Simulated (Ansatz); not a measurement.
Corundum In₂O₃ (high-pressure phase), treated with LDA (PAW; Ansatz, an electronic-structure program).

Settings: plane-wave cutoff 520 eV, 8×8×8 k mesh, Fermi–Dirac smearing 0.01 eV, scalar-relativistic PAW data made under PBE.

Computed at the level's own relaxed cell.

### Question
Predict the band gap, smallest direct gap on the k points sampled, lattice constant a and c axis length.

### Answer

- band gap = 1.29 eV
- smallest direct gap on the k points sampled = 1.32 eV
- lattice constant a = 5.461 Å
- c axis length = 14.372 Å

Spin–orbit coupling is not included.

Static lattice: no zero-point or thermal effects.

Computing time: around 80 core-seconds (rough).
